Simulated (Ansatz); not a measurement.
LaScO3 (model structure, started from the ilmenite type, R-3, No. 148, 10 atoms in the cell), treated with PBEsol (Ansatz, a program for electronic structure, plane waves, PAW).

Run with plane-wave cutoff 500 eV, 8×8×8 k mesh, Fermi–Dirac smearing 0.05 eV, scalar-relativistic PAW data made under PBE.

Cell (relaxed at this level):

```
CELL_PARAMETERS angstrom
      2.83089     1.63441     5.06352
     -2.83089     1.63441     5.06352
      0.00000    -3.26883     5.06352
ATOMIC_POSITIONS crystal
  La 0.37054 0.37054 0.37054
  La 0.62946 0.62946 0.62946
  O  0.20204 0.55570 0.97613
  O  0.97613 0.20204 0.55570
  O  0.55570 0.97613 0.20204
  O  0.79796 0.44430 0.02387
  O  0.02387 0.79796 0.44430
  O  0.44430 0.02387 0.79796
  Sc 0.15196 0.15196 0.15196
  Sc 0.84804 0.84804 0.84804
```

### Question
Predict the band gap.

### Answer

- band gap: 3.97 eV (on the SCF k mesh)

Note: the relaxation could raise the start's symmetry but not lower it, so the cell can be a saddle point.

Spin–orbit coupling is not included.

Computed values are for the static lattice.

Computing time: about 6 core-minutes (a rough figure).

A model structure was made by putting elements into a prototype or built by hand; it is no filed structure, need not be a known phase, and can be a saddle point held by its symmetry.
